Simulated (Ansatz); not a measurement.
Cost and result by functional for the surface energy of the (110) surface of rock-salt LiF in its 1x1 cell (cut with top plane F + Li, bottom plane F + Li), outermost plane spacing 1.44 Å in the ideal cut, in Ansatz (plane waves, PAW). Single points on the PBE structure, on one kind of machine; costs are rough ratios of the slab run's core time (references not counted) to the cheapest single point. r2SCAN's cost holds its higher cutoff (500 against 420 eV). Differences are taken against HSE06 for comparison alone: no measured value is at hand, so the table doesn't rank accuracy. HSE06 ran on a coarser k-mesh, which lowers its cost and carries part of its shift.

Set-up: 18 atoms, F9Li9, 11.5 Å thick at the start; mesh 9x6x1; 0.025 eV smearing; dipole correction on; all atoms relaxed; start symmetry kept, larger cells not searched; no spin, no spin-orbit, no U. These notes are the PBE run's.

```
functional                     relative cost  surface energy (J/m²)  less HSE06 (J/m²)
-----------------------------  -------------  ---------------------  -----------------
RPBE                                       1                   0.61              -0.17
PBEsol                                     1                   0.81               0.02
LDA                                        1                   0.95               0.16
r2SCAN                                     3                   0.91               0.12
HSE06                                      7                   0.79               0.00
PBE (the relaxed run's value)              –                   0.74              -0.05
```

The values span 0.33 J/m², while the single points' costs differ by a factor of roughly 7. Differences are of unrounded values.

Ansatz is a first-principles code.
